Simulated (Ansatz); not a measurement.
An Ansatz (an electronic-structure program) run: CdGeAs2 with a change (uniaxial strain ε_zz = +0.75 %); DFT with PBEsol, PAW potentials and a 420 eV plane-wave cutoff in Ansatz, without spin-orbit coupling.

Input:

Ansatz 0.2 input:
```yaml
crystal:
  lattice:
    - [-2.9709942081, 2.9709942081, 5.6983879911]
    - [2.9709942081, -2.9709942081, 5.6983879911]
    - [2.9709942081, 2.9709942081, -5.6983879911]
  atoms:
    - { symbol: Cd, position: [0, 0, 0] }
    - { symbol: Cd, position: [0.75, 0.25, 0.5] }
    - { symbol: Ge, position: [0.5, 0.5, 0] }
    - { symbol: Ge, position: [0.25, 0.75, 0.5] }
    - { symbol: As, position: [0.875, 0.8497350125, 0.4747350125] }
    - { symbol: As, position: [0.1502649875, 0.625, 0.0252649875] }
    - { symbol: As, position: [0.375, 0.4002649875, 0.5252649875] }
    - { symbol: As, position: [0.5997350125, 0.125, 0.9747350125] }
basis: { ecutwfc: 420, ecutrho_ratio: 4, xc_grid: 2, fft_grid_basis: typed }
kpoints: { mp_grid: { grid: [8, 8, 8] } }
hamiltonian:
  xc: pbesol
  dispersion: none
  pseudopotentials: { kind: paw }
scf: { occupations: { method: fermi_dirac, width: 0.05 }, convergence: { dr2_threshold: 0.0000000008 } }
relax: { f_tol: 0.005, max_steps: 50 }
output: { forces: true, stress: true }
checkpoint: { write: state.ck, write_every: 1000 }
```

Output (explanatory and most iteration lines left out):

```
Relaxation: its limit of steps is 50 (relax.max_steps)
Pseudopotential: Cd, paw, valence charge 20
Pseudopotential: Ge, paw, valence charge 14
Pseudopotential: As, paw, valence charge 15
Crystal: 8 atoms, lattice volume = 201.194 Å³
Basis set: ecut = 420 eV, 3935 PW (Γ), exchange–correlation on 96×96×96 points (8 copies of the dense FFT grid, shifted against one another)
Bands: 77, of which v1, the nominal top of the filled ones, is band 64 counted from 1 (63 counted from 0)
Symmetry: 8 space group operations
Space group: I-42d (ITA 122), of the structure as read, at distance tolerance 5.9e-5 Å
k-points: 59 of 512 (time reversal used)
Functional: x = pbesol(κ = 0.804, μ = 0.12345679012345678), c = pbesol(β = 0.046)
SCF iter   1: F=—  HF=-44127.668476 eV  |F-HF|=—  |Δ(HF+E_count)|=         —  Δρ=3.63e-3  dr2=3.18e-2  ethr=1.77e-3  ⟨swp⟩=6.0  Hψ=15562  notcnv=0  defer=2
SCF iter   2: F=—  HF=-44127.660982 eV  |F-HF|=—  |Δ(HF+E_count)|=   7.49e-3  Δρ=1.49e-3  dr2=6.82e-3  ethr=2.49e-5  ⟨swp⟩=3.0  Hψ=9359  notcnv=0  defer=69
SCF 1 converged in 9 iterations: F = -44127.659936 eV  dr2 = 7.85e-10
relax step   1: F+E_penalty+E_count = -44127.65993641 eV  Δ(F+E_penalty+E_count) = +0.000e0 eV  max|allowed force component| = 4.412e-3 eV/Å  Δτ_max = 0.0000 Å  (9 SCF iters, accepted)
SCF converged after 9 iterations
Free energy (F): -44127.659936 eV
Internal energy: -44127.659259 eV  (E = F + TS)
E sigma→0 (E₀):  -44127.659598 eV
Entropy (-TS):   -0.000677 eV (-0.085 meV/atom)
Fermi energy:    8.547926 eV
--- Forces (eV/Å), atoms counted from 1 ---
  atom   1  Cd     0.00000000     0.00000000     0.00000000
  atom   2  Cd     0.00000000    -0.00000000     0.00000000
  atom   3  Ge    -0.00000000     0.00000000     0.00000000
  atom   4  Ge    -0.00000000    -0.00000000     0.00000000
  atom   5  As     0.00441195    -0.00000000     0.00000000
  atom   6  As    -0.00000000    -0.00441195    -0.00000000
  atom   7  As    -0.00441195     0.00000000    -0.00000000
  atom   8  As     0.00000000     0.00441195    -0.00000000
--- Stress (GPa, compression-positive) ---
       -0.351204       0.000000       0.000000
       -0.000000      -0.351204      -0.000000
        0.000000      -0.000000      -0.593537
  P = ⅓ Tr σ = -0.4320 GPa (-4.320 kbar)
--- Relaxed structure (1 steps of the walk, 1 accepted, 0 SCFs on fresh bases) ---
  atoms:
    - { symbol: Cd, position: [0.0, 0.0, 0.0] }
    - { symbol: Cd, position: [0.7499999999999999, 0.25000000000000006, 0.49999999999999994] }
    - { symbol: Ge, position: [0.5, 0.5, 0.0] }
    - { symbol: Ge, position: [0.25000000000000006, 0.7499999999999999, 0.49999999999999994] }
    - { symbol: As, position: [0.8750000000000002, 0.8497350125, 0.47473501250000005] }
    - { symbol: As, position: [0.1502649875, 0.625, 0.025264987500000002] }
    - { symbol: As, position: [0.375, 0.40026498749999995, 0.5252649875] }
    - { symbol: As, position: [0.5997350125, 0.12500000000000006, 0.9747350125] }
```

Stability against distortions was not tested. The cell was made from CdGeAs₂ in the chalcopyrite structure (space group I-42d, No. 122) by this change: uniaxial strain ε_zz = +0.75 %.
